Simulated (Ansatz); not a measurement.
# Hypothetical CdI2 type CeO2, pressure series

Start from CeO2 in the CdI2 type structure (space group P-3m1, No. 164; a = 3.594 Å, c = 4.410 Å; a hypothetical phase, not in the database extracts checked).

Cell and atoms are relaxed at each pressure.

Computed with Ansatz (a quantum-chemistry and plane-wave program), r2SCAN+rVV10, PAW, cutoff 500 eV, no spin-orbit coupling.

```
variant           volume per atom  c/a ratio  band gap
----------------  ---------------  ---------  --------
base                     16.44 Å³      1.227   2.52 eV
pressure −1 GPa          17.52 Å³      1.300   2.60 eV
pressure 0.3 GPa         16.24 Å³      1.214   2.50 eV
pressure 0.7 GPa         16.02 Å³      1.199   2.48 eV
pressure 1.5 GPa         15.64 Å³      1.175   2.45 eV
pressure 3 GPa           15.11 Å³      1.142   2.40 eV
pressure 5 GPa           14.58 Å³      1.109   2.35 eV
pressure 7.5 GPa         14.08 Å³      1.078   2.30 eV
pressure 10 GPa          13.67 Å³      1.053   2.27 eV
```

Load acts through the strain it causes; cell and atoms are relaxed under it. Stability against distortions was not tested. No other phases were tried under pressure. Starting moments died away, wholly or in part, for the base; another magnetic solution may exist. The final runs are not spin-polarised.
